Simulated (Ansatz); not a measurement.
The parent structure is AlRu in the CsCl type structure (space group Pm-3m, No. 221; relaxed with 0.1 eV smearing).

```yaml
crystal:
  lattice:
    - [3.00482, 0.00000, 0.00000]
    - [0.00000, 3.00482, 0.00000]
    - [0.00000, 0.00000, 3.00482]
  atoms:
    - { symbol: Al, position: [0.50000, 0.50000, 0.50000] }
    - { symbol: Ru, position: [0.00000, 0.00000, 0.00000] }
```

Calculations: Kohn–Sham DFT with the PBE functional, run in Ansatz (a quantum-chemistry and plane-wave program) with PAW and 420 eV plane waves, spin-orbit coupling left out.

Strains are applied to the cell and any free atomic positions relax.

One change was made to it. Results:

The energy increases by 53 meV/atom; the pressure goes from zero to 18.2 GPa.

Question: Which change produced these results?
(A) isotropic strain −2.00 %
(B) isotropic strain +2.00 %
(C) isotropic strain −2.50 %

Answer: C, isotropic strain −2.50 %. For comparison, the energy relative to the base in the other runs: isotropic strain −2.00 % gives +33 meV/atom; isotropic strain +2.00 % gives +29 meV/atom.

Stability against distortions was not tested. The final runs are not spin-polarised.
